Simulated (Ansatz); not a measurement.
Base system: SnSe$_{2}$ in the CdI2 type structure (space group P-3m1, No. 164; layered, stacked along the Cartesian z axis).

```xyz
3
Lattice="3.7936 0.0000 0.0000 -1.8968 3.2854 0.0000 0.0000 0.0000 5.7438" Properties=species:S:1:pos:R:3 pbc="T T T"
Sn     0.0000     0.0000     0.0000
Se     0.0000     2.1903     1.5854
Se     1.8968     1.0951     4.1584
```

Cartesian axes are those of the cell as printed.

Level of theory: PBEsol-D3(BJ) (Ansatz, a first-principles code, PAW, spin-orbit coupling left out).

Strains are applied to the cell and any free atomic positions relax.

One change was made to it. Results:

The pressure (mean of the normal stresses, compression positive) goes from zero to 0.3 GPa; the energy hardly moves; the shortest interatomic distance drops by 0.009 bohr to 5.101 bohr.

Which of these changes matches the shifts?
(A) uniaxial strain ε_xx = −0.50 %
(B) uniaxial strain ε_xx = −2.50 %
(C) uniaxial strain ε_xx = +2.50 %
(D) uniaxial strain ε_xx = +1.00 %

A, uniaxial strain ε_xx = −0.50 %. For comparison, the pressure in the other runs: uniaxial strain ε_xx = +1.00 % gives -0.6 GPa; uniaxial strain ε_xx = +2.50 % gives -1.4 GPa; uniaxial strain ε_xx = −2.50 % gives 1.6 GPa.

The mesh was chosen for an insulator and is coarse for the gapless case. Whether these cells are dynamically stable was not tested. All final runs are without spin polarisation. Gaps under 0.05 eV, about the width of the smearing, are given as zero.
